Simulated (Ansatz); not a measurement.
Take MgS in the rock salt structure (space group Fm-3m, No. 225; a = 5.205 Å) as the base. Axes: x, y, z lie along the cube axes.

Method: r2SCAN in Ansatz (plane waves to 500 eV, PAW, no spin-orbit coupling), earlier PAW set.

Strains are applied to the cell and any free atomic positions relax; under biaxial strain the out-of-plane vector relaxes too.

One change was made to it. Results:

| quantity | base | after |
|---|---|---|
| band gap | 3.47 eV | 3.42 eV |
| smallest direct gap | 4.64 eV | 4.59 eV |
| energy relative to the base (free energy F) | 0 meV/atom | +0.3 meV/atom |

Task: Which of these changes matches the shifts?
(A) biaxial strain −4.53 %, plane normal [001], relaxed out of plane
(B) tensor shear ε_xz = +0.49 %
(C) tensor shear ε_xy = +2.92 %
(D) biaxial strain −2.20 %, plane normal [001], relaxed out of plane
(E) uniaxial strain ε_yy = −1.25 %

Result: B, tensor shear ε_xz = +0.49 %. For comparison, the smallest direct gap in the other runs: tensor shear ε_xy = +2.92 % gives 4.29 eV; biaxial strain −4.53 %, plane normal [001], relaxed out of plane gives 5.01 eV; uniaxial strain ε_yy = −1.25 % gives 4.73 eV; biaxial strain −2.20 %, plane normal [001], relaxed out of plane gives 4.81 eV.

Stability against distortions was not tested.

Ansatz is a first-principles code.
